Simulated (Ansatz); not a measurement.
Base system: Ru in the hcp (Mg type) structure (space group P6_3/mmc, No. 194).

```
Ru
1.0
    2.69196     0.00000     0.00000
   -1.34598     2.33130     0.00000
    0.00000     0.00000     4.24596
Ru
2
Direct
  0.33333   0.66667   0.75000
  0.66667   0.33333   0.25000
```

Cartesian axes are those of the cell as printed.

All numbers come from plane-wave PAW DFT at the PBEsol level (Ansatz, a quantum-chemistry and plane-wave program, 420 eV), no spin-orbit coupling, earlier PAW set.

Before the change:

| Item | Result |
|---|---|
| Band gap | zero |
| Shortest interatomic distance | 2.631 Å |

The change: a free-standing slab of 6 layers (6 atoms, 1 a layer) is cut normal to the z axis, with 15 Å of vacuum and the in-plane cell held at bulk.

**Question.** What does the calculation give for the excess energy per area of both faces after the change?

**Answer.** The excess energy per area of both faces (slab less bulk energy over the cell's area: twice a surface energy) amounts to 6.0 J/m² (uncertain by up to 0.2 J/m²).

**Question.** How does this affect the change of the spacing d12 from its bulk value of 2.123 Å?

**Answer.** The change of the spacing d12 from its bulk value of 2.123 Å is -4.0 %.

**Question.** What does the calculation give for the band gap after the change?

**Answer.** The band gap is still zero.

**Question.** What does the calculation give for the shortest interatomic distance after the change?

**Answer.** The shortest interatomic distance decreases by 0.068 Å, from 2.631 Å to 2.563 Å.

The excess energy carries the mismatch between the slab's and the bulk's meshes. No phonon test of stability was made. The final runs are not spin-polarised.
